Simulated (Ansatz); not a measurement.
The parent structure is PbGeO3 in the cubic perovskite structure (space group Pm-3m, No. 221; a = 3.841 Å; a cell from a computed database, its experimental status unchecked).

It is then changed as follows: every Pb is replaced by Tl, then cell and atoms are relaxed.

Levels (all Ansatz, a first-principles code, PAW): PBEsol (420 eV, no SOC); PBEsol+SOC (420 eV, spin-orbit coupling included).

The geometry is relaxed with PBEsol.

- PBEsol pressure = 0.0 GPa

**Question.** How does going to PBEsol+SOC change the pressure?

**Answer.** The pressure goes from zero to -0.2 GPa.

Single points use the geometry relaxed with PBEsol. Differences between runs with and without spin-orbit coupling are approximate. Whether these cells are dynamically stable was not tested. For TlGeO3 in this form, whether it has been made was not checked. The runs without spin-orbit coupling are not spin-polarised. An odd electron count without spin: TlGeO3. Many cubic perovskites are stable only at high temperature; tilts and polar distortions were not tested.
